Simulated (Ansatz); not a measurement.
Base system: AlAs in the wurtzite structure (space group P6_3mc, No. 186; a = 4.003 Å, c = 6.581 Å; a model cell, its experimental status unchecked).

The change: a hydrostatic pressure of 4.2 GPa.

Levels (all Ansatz, an electronic-structure program, PAW, earlier PAW set): PBEsol (420 eV, no spin-orbit coupling); HSE06 (420 eV, no spin-orbit coupling); PBEsol+SOC (420 eV, with spin-orbit coupling).

At the geometry relaxed with PBEsol, these levels gave the following band gaps, in shuffled order: (a) 1.63 eV, (b) 2.38 eV, (c) 1.53 eV.

Question: Match each gap to its level.

Answer: (a) PBEsol; (b) HSE06; (c) PBEsol+SOC.

Single points use the geometry relaxed with PBEsol. HSE06 gaps are upper bounds (no full band path). The spin-orbit shifts are approximate. Load acts through the strain it causes; cell and atoms are relaxed under it. Stability against distortions was not tested. This is not the structure that AlAs has at room temperature and ambient pressure.
